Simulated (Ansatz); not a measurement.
The parent structure is Al2Pt (space group Fm-3m, No. 225; a = 5.896 Å).

Method: Kohn–Sham DFT with the PBEsol functional, run in Ansatz (a first-principles code) with PAW and 420 eV plane waves, no SOC.

One change was made to it. Results:

```
quantity                          base    after
-----------------------------  -------  -------
band gap                          zero     zero
shortest interatomic distance  2.553 Å  2.450 Å
```

Which of these changes matches the shifts?
A) pressure 22.5 GPa
B) pressure −2 GPa
C) pressure 0.9 GPa
D) pressure 9 GPa

A, pressure 22.5 GPa. For comparison, the shortest interatomic distance in the other runs: pressure 9 GPa gives 2.505 Å; pressure −2 GPa gives 2.566 Å; pressure 0.9 GPa gives 2.548 Å.

Load acts through the strain it causes; cell and atoms are relaxed under it. Stability against distortions was not tested. Competing high-pressure phases were not computed. The final runs are not spin-polarised.
